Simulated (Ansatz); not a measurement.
BeS (model structure, started from the BN type, Pm-3n, No. 223, 12 atoms in the cell): properties by level of theory

| level (code) | lattice constant a (Å) | cohesive energy (eV/atom) | band gap (eV) |
|---|---|---|---|
| PBEsol (Ansatz) | 5.965 | 4.59 | 3.13 |
| r²SCAN (Ansatz) | 5.996 | (withheld) | (withheld) |
| r²SCAN+rVV10 (Ansatz) | 5.984 | 4.50 | 3.47 |

**Question.** Complete the blanks.

**Answer.** 
- r²SCAN (Ansatz, a quantum-chemistry and plane-wave program), cohesive energy (eV/atom): 4.40
- r²SCAN (Ansatz), band gap (eV): 3.58

Computed values are for a static lattice.  Each level is taken at its own relaxed cell. Cutoffs differ between the levels. Ansatz's density-functional and Hartree–Fock values are scalar-relativistic unless marked +SOC, with PAW data made under PBE.

Ansatz's density-functional and Hartree–Fock values are scalar-relativistic unless marked +SOC, with PAW data made under PBE.

Free atoms are spin-polarised, in the lowest state found; at levels without +SOC their spin–orbit coupling is left out.

A model structure was made by putting elements into a prototype or built by hand; it is no filed structure, need not be a known phase, and can be a saddle point held by its symmetry.
